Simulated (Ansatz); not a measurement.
Base system: CdTe (space group P3_121, No. 152; a = 4.524 Å, c = 10.262 Å; a cell from a computed database, its experimental status unchecked). Axes: x lies along a and z along c of the hexagonal cell.

Method: PBEsol (Ansatz, a first-principles code, PAW, no spin-orbit coupling).

Modification: tensor shear ε_yz = +2.40 % (engineering shear γ = 0.0480); the atoms relax in the strained cell.

Problem. Predict the stress tensor and what it implies for the stiffness.

Solution. Stress of the strained cell less that of the base (GPa, compression positive):
```
   0.01    0.00    0.00
   0.00    0.02   -0.91
   0.00   -0.91    0.08
```

Then −Δσ/γ with γ = 2ε = 0.0480 gives secant stiffness values (nonlinear terms included at this strain): C44 ≈ 19 GPa.

As a check, the harmonic strain energy −½ V₀ Δσ:ε is 4.1 meV/atom; the computed energy rise is 4.1 meV/atom.

Stability against distortions was not tested. This is not the structure that CdTe has at room temperature and ambient pressure.
